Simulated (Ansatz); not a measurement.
Bond-angle distributions (per cent of the angles at each element, bins of 10°) of a relaxed model of amorphous Ti20O43Lu2 at 3.98 g/cm³. Calculation: PBE, scalar-relativistic without spin-orbit coupling (plane waves to 420 eV, PAW; Ansatz, a first-principles code).

The cell was made by melting and quenching with the CHGNet potential and then relaxed with DFT. O atoms were pushed apart under 1.9 Å during the dynamics, to hinder bonds among them. The hot cell started wider than the set density and was brought back towards it in steps. It is the lowest in DFT energy of 2 quenches. It is a model cell: composition and starting density were chosen by hand, and all elements were melted together. No dispersion term was used. Its density started from a set value of 4.11 and ended at 3.98 g/cm³. The quench (nominally 360 K/ps over its main leg) was far faster than any real one, so the model tends to hold more defects than a real film. Values belong to this one cell and scatter from quench to quench. Volume and shape were free in the relaxation.

Bonds are counted up to Ti-Ti 3.12 Å, Ti-O 2.44 Å, Ti-Lu 3.62 Å, O-O 1.58 Å, O-Lu 2.78 Å, Lu-Lu 4.11 Å. Two cations that share two anions don't count as bonded, nor two that share one unless they lie closer than Ti-Ti 3.04 Å, Ti-Lu 3.52 Å, Lu-Lu 4.00 Å.

```json
[
 {"angle (°)": "50-60", "at Ti": "0", "at O": "0", "at Lu": "0"},
 {"angle (°)": "60-70", "at Ti": "0", "at O": "0", "at Lu": "17"},
 {"angle (°)": "70-80", "at Ti": "14", "at O": "0", "at Lu": "17"},
 {"angle (°)": "80-90", "at Ti": "19", "at O": "4", "at Lu": "14"},
 {"angle (°)": "90-100", "at Ti": "19", "at O": "19", "at Lu": "2"},
 {"angle (°)": "100-110", "at Ti": "15", "at O": "19", "at Lu": "5"},
 {"angle (°)": "110-120", "at Ti": "9", "at O": "13", "at Lu": "7"},
 {"angle (°)": "120-130", "at Ti": "4", "at O": "17", "at Lu": "7"},
 {"angle (°)": "130-140", "at Ti": "5", "at O": "9", "at Lu": "14"},
 {"angle (°)": "140-150", "at Ti": "5", "at O": "11", "at Lu": "14"},
 {"angle (°)": "150-160", "at Ti": "4", "at O": "5", "at Lu": "0"},
 {"angle (°)": "160-170", "at Ti": "4", "at O": "3", "at Lu": "0"},
 {"angle (°)": "170-180", "at Ti": "2", "at O": "0", "at Lu": "0"}
]
```

They go with these counts of neighbours within the cut-offs, cation contacts included: Ti mean 5.2, most often 5; O mean 2.7, most often 3; Lu mean 7.0, most often 7.
